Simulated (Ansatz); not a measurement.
The starting structures come from a database of crystals and need not be the phases stable at ambient conditions.

# Evanescent states of K2HfF6 (Fm-3m, not sure to be the ambient phase, 9 atoms a cell, 18.7 Å³ an atom) along the normal of (111)

Level of theory: PBEsol (plane waves, PAW; Ansatz, a quantum-chemistry and plane-wave program).

The gap is the functional's own. No spin-orbit coupling. Mid-gap values are interpolated on the energy grid.

Energies count from the valence-band top; κ is the least over a 6×6 mesh across the current.

| E (eV) | κ (1/Å) | where |
|---|---|---|
| 0.15 | 0.300 | Γ |
| 0.47 | 0.401 | Γ |
| 0.78 | 0.463 | Γ |
| 1.08 | 0.505 | Γ |
| 1.40 | 0.534 | Γ |
| 1.71 | ___ | Γ |
| 2.02 | ___ | Γ |
| 2.33 | ___ | Γ |
| 2.63 | ___ | Γ |
| 2.94 | ___ | Γ |
| 3.25 | ___ | Γ |
| 3.56 | ___ | Γ |
| 3.88 | ___ | Γ |
| 4.18 | ___ | Γ |
| 4.50 | ___ | Γ |
| 4.80 | ___ | Γ |
| 5.12 | ___ | Γ |
| 5.42 | 0.423 | Γ |
| 5.74 | 0.381 | Γ |
| 6.04 | 0.328 | Γ |
| 6.36 | 0.258 | Γ |
| 6.67 | 0.151 | Γ |

### Question
Fill in the missing entries.

### Answer

- 1.71, κ (1/Å): 0.554
- 2.02, κ (1/Å): 0.567
- 2.33, κ (1/Å): 0.575
- 2.63, κ (1/Å): 0.577
- 2.94, κ (1/Å): 0.576
- 3.25, κ (1/Å): 0.571
- 3.56, κ (1/Å): 0.562
- 3.88, κ (1/Å): 0.549
- 4.18, κ (1/Å): 0.533
- 4.50, κ (1/Å): 0.512
- 4.80, κ (1/Å): 0.488
- 5.12, κ (1/Å): 0.458
